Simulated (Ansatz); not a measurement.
Band structure of Si2Mo (I4/mmm, 3 atoms in the cell).

```xyz
3
Lattice="-1.6149 1.6149 3.9394 1.6149 -1.6149 3.9394 1.6149 1.6149 -3.9394" Properties=species:S:1:pos:R:3 pbc="T T T"
Si     0.0000     0.0000     5.2360
Si     0.0000     0.0000     2.6428
Mo     0.0000     0.0000     0.0000
```

Method of the run: PBE, PAW files (plane waves; Ansatz, an electronic-structure program).

Settings: basis.ecutwfc = 420 eV; kpoints.mp_grid.grid = 14 14 14; hamiltonian.xc = pbe; hamiltonian.pseudopotentials = {kind: paw} (an earlier, softer set of the program's PAW files); scf.occupations.method = gaussian; scf.occupations.width = 0.272 eV; kpoints.band_path.npoints = 8.

The starting cell comes from a database of computed structures (which also holds hypothetical and non-ambient phases and stackings), without a prior relaxation at this level. Its lattice was rescaled by a random factor within 2.5 % of one. Spin polarisation is off.

Levels in eV from the Fermi level, bands 8 to 14:
| point | 8 | 9 | 10 | 11 | 12 | 13 | 14 |
|---|---|---|---|---|---|---|---|
| Γ | -2.94 | -2.55 | -2.55 | 0.34 | 3.03 | 3.31 | 3.42 |
| X | -5.18 | -4.33 | -2.93 | -1.22 | 2.23 | 2.65 | 3.13 |
| Y | -4.34 | -3.75 | -2.80 | -1.79 | 1.73 | 2.04 | 2.53 |
| S | -2.70 | -2.44 | -2.17 | -0.38 | 1.52 | 3.00 | 3.61 |
| Z | -2.10 | -0.55 | -0.55 | -0.48 | -0.48 | 0.47 | 4.73 |
| S1 | -2.70 | -2.44 | -2.17 | -0.38 | 1.52 | 3.00 | 3.61 |
| N | -4.41 | -2.53 | -2.47 | -0.47 | 2.18 | 3.07 | 3.93 |
| P | -6.10 | -2.67 | -2.03 | -2.03 | 0.29 | 2.23 | 4.00 |
| Y1 | -4.34 | -3.75 | -2.80 | -1.79 | 1.73 | 2.04 | 2.53 |

Bands cross the Fermi level along this path, so the cell is metallic at this level.

Keys are those of Ansatz 0.2.
